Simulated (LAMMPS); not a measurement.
Consider Cu (fcc) with 75 % of Cu sites Au, 864 atoms, bulk, with Monte Carlo swaps of unlike atoms between MD steps at 670 K (17 attempts an atom) in molecular dynamics.

Model: classical MD, pair style eam, the elements' _u3.eam files (universal-3 set of Foiles, Baskes and Daw); code LAMMPS.

| Item | Result |
|---|---|
| volume per atom | 16.258 ± 0.004 Å³ |
| Warren-Cowley parameter Au-Au, first shell (negative: neighbours more often than at random; error set to 0.002 at least) | 0.028 ± 0.002 |
| Warren-Cowley parameter Au-Cu, first shell (negative: neighbours more often than at random; error set to 0.002 at least) | -0.083 ± 0.004 |
| Warren-Cowley parameter Cu-Cu, first shell (negative: neighbours more often than at random; error set to 0.002 at least) | 0.25 ± 0.01 |
| energy change from the random arrangement | -4 meV/atom |
| cost | roughly 70 core-seconds |

Potential: the _u3.eam files of the LAMMPS distribution; the Cu file's header cites Foiles et al, Phys Rev B, 33, 7983 (1986).

The ± values are statistical; the model's systematic error is not in them.
